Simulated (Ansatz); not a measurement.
MoS2: Mo → Ru

Consider MoS2 in the 3R-MoS2 type structure (space group R3m, No. 160; a = 3.116 Å, c = 17.358 Å (hexagonal axes); layered, stacked along the Cartesian z axis).

Now apply this change: every Mo is replaced by Ru, then cell and atoms are relaxed.

All numbers come from Ansatz (an electronic-structure program), PBEsol-D3(BJ), PAW, cutoff 420 eV, no spin-orbit coupling, earlier PAW set. Γ-centred 17×17×17 mesh, Fermi–Dirac width 0.05 eV, for the changed cell.

```tsv
quantity	base	changed	shift
volume per atom	16.21 Å³	15.73 Å³	-0.488 Å³
density	5.46 g/cm³	5.81 g/cm³	+0.35 g/cm³
lattice parameter a	3.116 Å	3.252 Å	+0.136 Å
c/a ratio	5.571	4.752	-0.819
space group	R3m (No. 160)	R3m (No. 160)	–
band gap	0.50 eV	zero	–
```

Final structure:

```yaml
crystal:
  lattice:
    - [1.62604, 0.93879, 5.15105]
    - [-1.62604, 0.93879, 5.15105]
    - [0.00000, -1.87759, 5.15105]
  atoms:
    - { symbol: Ru, position: [0.00028, 0.00028, 0.00028] }
    - { symbol: S, position: [0.75759, 0.75759, 0.75759] }
    - { symbol: S, position: [0.57544, 0.57544, 0.57544] }
```

Cost of the whole job for the changed cell (relaxation, final SCF and bands): around 4 core-minutes (rough).

Whether these cells are dynamically stable was not tested. As relaxed here, RuS2 is a hypothetical phase, not in the database extracts checked. All final runs are without spin polarisation. RuS2 has a high density of states at the Fermi level and may be magnetic at this level.
